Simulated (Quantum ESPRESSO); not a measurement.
Input and output of a self-consistent single point for Mg3Ti2O7 (Cmc2_1, 24 atoms in the cell) (Quantum ESPRESSO).

Level of theory: PBEsol, GBRV 1.5 ultrasoft (PBESOL) pseudopotentials (plane waves; Quantum ESPRESSO).

```yaml
crystal:
  lattice:
    - [8.94485, 2.59962, 0.00000]
    - [-8.94485, 2.59962, 0.00000]
    - [0.00000, 0.00000, 5.36286]
  atoms:
    - { symbol: Mg, position: [0.25366, 0.25366, 0.29563] }
    - { symbol: Mg, position: [0.74634, 0.74634, 0.79563] }
    - { symbol: Mg, position: [0.03554, 0.42390, 0.18504] }
    - { symbol: Mg, position: [0.96446, 0.57610, 0.68504] }
    - { symbol: Mg, position: [0.42390, 0.03554, 0.18504] }
    - { symbol: Mg, position: [0.57610, 0.96446, 0.68504] }
    - { symbol: Ti, position: [0.85806, 0.64704, 0.23581] }
    - { symbol: Ti, position: [0.14194, 0.35296, 0.73581] }
    - { symbol: Ti, position: [0.64704, 0.85806, 0.23581] }
    - { symbol: Ti, position: [0.35296, 0.14194, 0.73581] }
    - { symbol: O, position: [0.65316, 0.06602, 0.30737] }
    - { symbol: O, position: [0.34684, 0.93398, 0.80737] }
    - { symbol: O, position: [0.06602, 0.65316, 0.30737] }
    - { symbol: O, position: [0.93398, 0.34684, 0.80737] }
    - { symbol: O, position: [0.44047, 0.69957, 0.94109] }
    - { symbol: O, position: [0.55953, 0.30043, 0.44109] }
    - { symbol: O, position: [0.69957, 0.44047, 0.94109] }
    - { symbol: O, position: [0.30043, 0.55953, 0.44109] }
    - { symbol: O, position: [0.99326, 0.15348, 0.07628] }
    - { symbol: O, position: [0.00674, 0.84652, 0.57628] }
    - { symbol: O, position: [0.15348, 0.99326, 0.07628] }
    - { symbol: O, position: [0.84652, 0.00674, 0.57628] }
    - { symbol: O, position: [0.63325, 0.63325, 0.19320] }
    - { symbol: O, position: [0.36675, 0.36675, 0.69320] }
```

Reference input (self-consistent single point, DFT, PBEsol, plane waves, GBRV 1.5 ultrasoft (PBESOL) pseudopotentials): ecutwfc = 50 Ry; ecutrho = 400 Ry; occupations = fixed; K_POINTS = automatic 3 3 3 0 0 0; nbnd = 104; conv_thr = 1e-10 Ry; mixing_beta = 0.4. This run's input differs from it in these lines:

```diff
@@ -15,4 +15,4 @@
    ntyp = 3
-   ecutwfc = 50
-   ecutrho = 400
+   ecutwfc = 45
+   ecutrho = 360
    occupations = 'fixed'
```

Output, abridged:

```
     Self-consistent Calculation

     iteration #  1     ecut=    45.00 Ry     beta= 0.40

     negative rho (up, down):  5.338E-03 0.000E+00

     total energy              =   -1680.65715821 Ry
     estimated scf accuracy    <       4.35471365 Ry

     iteration #  2     ecut=    45.00 Ry     beta= 0.40

     negative rho (up, down):  4.393E-03 0.000E+00

     total energy              =   -1681.35133433 Ry
     estimated scf accuracy    <       1.30450105 Ry

     iteration #  3     ecut=    45.00 Ry     beta= 0.40

     negative rho (up, down):  4.494E-03 0.000E+00

     total energy              =   -1681.56764266 Ry
     estimated scf accuracy    <       0.14762412 Ry

   [... 11 blocks of this kind left out ...]

     iteration # 15     ecut=    45.00 Ry     beta= 0.40

     negative rho (up, down):  4.357E-03 0.000E+00

     total energy              =   -1681.57449182 Ry
     estimated scf accuracy    <          6.2E-10 Ry

     iteration # 16     ecut=    45.00 Ry     beta= 0.40

     negative rho (up, down):  4.357E-03 0.000E+00
     End of self-consistent calculation

     highest occupied, lowest unoccupied level (ev):     7.5538   10.4391

!    total energy              =   -1681.57449182 Ry
     estimated scf accuracy    <          2.9E-11 Ry

     convergence has been achieved in  16 iterations

     negative rho (up, down):  4.357E-03 0.000E+00

     Forces acting on atoms (cartesian axes, Ry/au):

     atom    1 type  1   force =     0.00000000    0.00149303   -0.00012343
     atom    2 type  1   force =    -0.00000000   -0.00149303   -0.00012343
     atom    3 type  1   force =     0.00051702    0.00094934   -0.00085621
     atom    4 type  1   force =    -0.00051702   -0.00094934   -0.00085621
     atom    5 type  1   force =    -0.00051702    0.00094934   -0.00085621
     atom    6 type  1   force =     0.00051702   -0.00094934   -0.00085621
   [... lines left out ...]
     Total force =     0.026258     Total SCF correction =     0.000013
   [... lines left out ...]

     negative rho (up, down):  4.357E-03 0.000E+00
          total   stress  (Ry/bohr**3)                   (kbar)     P=      -53.67
  -0.00036116   0.00000000   0.00000000          -53.13        0.00        0.00
   0.00000000  -0.00037375   0.00000000            0.00      -54.98        0.00
   0.00000000   0.00000000  -0.00035964            0.00        0.00      -52.91

   JOB DONE.
```

The run converged in 16 iterations. Against the reference run the free energy goes up by 2.5 meV/atom, the pressure goes from -5.49 to -5.37 GPa, the largest force moves little (0.213 to 0.212 eV/Å) and the gap on the mesh stays at 2.885 eV.

The starting cell comes from a database of computed structures (which also holds hypothetical and non-ambient phases and stackings), without a prior relaxation at this level.

Cost on one core of a shared machine: roughly 10 min.
